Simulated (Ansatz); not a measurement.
Structures of equal composition on the (111)A surface of zinc-blende InSb (In plane on top): 2x2 Sb adatom at H3; 2x2 Sb adatom at T1; 2x2 Sb adatom at T4. The slabs share one bottom face, and each structure is named by its start. These are constructed structures in small cells; real faces may alloy, dewet or reconstruct in larger ones, and not all known structures of the face are among them. Slabs of about 16 Å with all that they carry, Fermi-Dirac smearing of 0.025 eV. Bottom of the slabs: H caps. Relaxed from the named starts with such symmetry as they have, on meshes of like density; energies extrapolated to zero smearing; no spin-orbit coupling, no U. Spin-polarised runs, if any, are marked in brackets, and their order is one that fits the cell; the others ran without spin.

Host crystal: zinc-blende InSb, a metal or without a clear band gap (PBE, scalar-relativistic without spin-orbit coupling).

Level of theory: PBE (plane waves to 420 eV, PAW; Ansatz, a first-principles code).

Q: Order them by energy per 1x1 cell (lowest first) at the level PBE.

A: 2x2 Sb adatom at H3 (0.000 eV, no gap over 0.04 eV on the mesh), 2x2 Sb adatom at T4 (0.020 eV (1 Sb–Sb bonds broke), no gap over 0.04 eV on the mesh), 2x2 Sb adatom at T1 (0.439 eV, no gap over 0.04 eV on the mesh)
